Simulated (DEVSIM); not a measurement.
System: Mo/SiO2/n-Si capacitor, at 300 K.

Layer 1 from the left is SiO2, thickness (nm) 11.0. Layer 2 from the left is Si, thickness (nm) 5900, Nd (cm⁻³) 9.5e15.

Metal gate on the left, work function 4.6 eV. Fixed charge at the semiconductor interface 8.3e10 cm⁻² (in units of +e); interface traps 3e12 cm⁻² eV⁻¹, uniform in energy, neutral level at 0.5 of the gap above the valence band.

Constants are typed, rounded textbook-type inputs, not results; the design itself was drawn at random and stands for no fabricated device. Values at 300 K.

SiO2: gap (eV) 9, affinity (eV) 0.9, permittivity 3.9. Si: gap (eV) 1.124, affinity (eV) 4.05, permittivity 11.7, Nc (cm⁻³) 2.86e19, Nv (cm⁻³) 3.1e19.

DEVSIM, 1D Poisson equation in equilibrium, Boltzmann statistics, complete ionisation; no quantum confinement or tunnelling. Metal contacts follow the ideal Schottky-Mott rule: no Fermi-level pinning, no interface dipoles.

Q: What does the simulation give for the minimum of the low-frequency capacitance, the flat-band voltage?

A: minimum of the low-frequency capacitance 0.196 μF/cm²; flat-band voltage 0.84 V.
